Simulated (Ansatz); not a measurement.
The starting structures come from a database of crystals and need not be the phases stable at ambient conditions.

 Where the default PAW files enter, the runs use the earlier of Ansatz's two default sets.

Evanescent states of MgSe (P6_3mc, wurtzite, not sure to be the ambient phase, 4 atoms a cell, 26.3 Å³ an atom) along the normal of (110)

Calculation: r2SCAN (plane waves, PAW; Ansatz, a program for electronic structure).

No gap correction and no spin-orbit coupling; mid-gap values are interpolated between computed energies.

Energies count from the valence-band top; κ is the least over a 6×4 mesh across the current.

```tsv
E (eV)	κ (1/Å)	where
0.08	0.095	Γ
0.24	0.132	Γ
0.40	0.157	Γ
0.56	0.176	Γ
0.72	0.190	Γ
0.88	0.201	Γ
1.04	0.209	Γ
1.20	0.215	Γ
1.36	0.218	Γ
1.52	0.220	Γ
1.68	0.220	Γ
1.84	0.218	Γ
2.00	0.215	Γ
2.16	0.209	Γ
2.32	0.201	Γ
2.48	0.191	Γ
2.64	0.179	Γ
2.80	0.162	Γ
2.96	0.141	Γ
3.12	0.112	Γ
3.28	0.066	Γ
```

How thick must the barrier be to attenuate the transmission by 10^6 when the electrodes' Fermi level lies at 0.88 eV, and what attenuation does that film give at 1.68 eV?

d = 6 ln 10 / (2 × 0.201) = 34.4 Å. At 1.68 eV it gives 6 × 0.220/0.201 = 6.6 decades.
